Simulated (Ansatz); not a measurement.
The reference is SrTiO3 in the cubic perovskite structure (space group Pm-3m, No. 221; a = 3.907 Å).

Calculations: r2SCAN (Ansatz, a quantum-chemistry and plane-wave program), no spin-orbit coupling.

Before the change:

- Gap between the host's bands: 2.26 eV
- Gap character: indirect, R → Γ

Perturbation: hole doping at 7.0×10^21 cm⁻³ (0.417 per cell), with a uniform compensating background at fixed cell and a 300 K Fermi–Dirac width.

### Question
How does this affect the Fermi level from band edge?

### Answer
The Fermi level relative to the doped band's edge (positive inside the band; to 0.05 eV) comes out as +0.25 eV.

### Question
What does the calculation give for the gap between the host's bands after the change?

### Answer
The gap between the host's bands goes up by 0.19 eV, from 2.26 eV to 2.45 eV.

### Question
What does the calculation give for the gap character after the change?

### Answer
The gap character stays indirect, R → Γ.

Charged cell with a jellium background: band edges are those of the host's band count, energies are not comparable with the neutral cell, and many-body gap narrowing is missing. No phonon test of stability was made. The final runs are not spin-polarised. Many cubic perovskites are stable only at high temperature; tilts and polar distortions were not tested.
